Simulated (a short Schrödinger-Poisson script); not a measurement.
Structure: MOS inversion layer, SiO2 on p-type Si(110), at 300 K.

From the gate side: 1.7 nm SiO2; 800 nm Si, acceptors 2.9e17 cm⁻³.

The device is made up for the run: typed textbook-type constants, with dimensions and the other settings drawn at random. SiO2: permittivity 3.9, conduction-band edge (eV) 3.15, gap (eV) 9, electron mass (mₑ) 0.5. Si: permittivity 11.7, conduction-band edge (eV) 0, gap (eV) 1.124, Nv at 300 K (cm⁻³) 3.1e19.

Channel valleys (confinement mass, in-plane density-of-states mass, number): Δ4 0.315, 0.324, 4; Δ2 0.19, 0.417, 2. At the gate the conduction-band edge of layer 1 lies 3.68 eV − eVg above the Fermi level of the channel; the field vanishes at the back. Gaps are held at their typed values at every temperature. Mesh 0.03 nm at interfaces.

From a short Schrödinger-Poisson script (our own, NumPy): 1D Poisson equation in equilibrium, electrons quantum, Hartree (BenDaniel-Duke, 12 states a valley, the channel's in-plane mass for all, wave functions free to enter the dielectric), parabolic valleys, classical holes, full ionisation, no traps, pinning or gate leakage.

```
Vg (V)  electrons (cm⁻²)  C (μF/cm²)  Δ4 E0 (meV from the Fermi level)  Δ2 E0 (meV from the Fermi level)
------  ----------------  ----------  --------------------------------  --------------------------------
0.55              4.17e9       0.175                             219.3                             233.9
0.6              2.18e10       0.252                             176.4                             191.3
0.65             9.38e10       0.497                             138.4                             153.6
0.7              2.75e11       0.835                             110.3                             125.9
0.75             5.59e11        1.08                              91.6                             107.7
0.8              9.10e11        1.22                              78.6                              95.2
0.85             1.30e12        1.31                              68.9                              86.1
0.9              1.72e12        1.38                              61.3                              79.0
0.95             2.15e12        1.42                              55.0                              73.2
1                2.60e12        1.46                              49.7                              68.4
1.05             3.06e12        1.49                              45.0                              64.3
1.1              3.53e12        1.51                              40.9                              60.6
1.15             4.00e12        1.53                              37.2                              57.4
1.2              4.48e12        1.55                              33.8                              54.5
1.25             4.97e12        1.57                              30.6                              51.8
1.3              5.46e12        1.58                              27.8                              49.4
1.35             5.96e12        1.60                              25.1                              47.1
1.4              6.46e12        1.61                              22.5                              45.0
```

Gate voltages with under 1e9 electrons/cm² are left out.

### Question
At Vg = 1.4 V the lowest Δ4 subband lies at 22.5 meV from the Fermi level. How many electrons does it hold, and what share of all?

### Answer
The two-dimensional density of states is g m/(πħ²) = 5.41e11 cm⁻² meV⁻¹ (both spins), kT = 25.9 meV, so n = D kT ln(1 + exp(−E/kT)) = 4.89e12 cm⁻², 0.76 of the 6.46e12 cm⁻² in all.

### Question
Compare the slope of the sheet density between 1.3 and 1.4 V with the geometric capacitance of the layers between gate and channel.

### Answer
q Δn/ΔV = 1.60 μF/cm²; ε0/Σ(t/ε) = 2.03 μF/cm². The ratio is 0.79: the channel acts as a further capacitance in series.
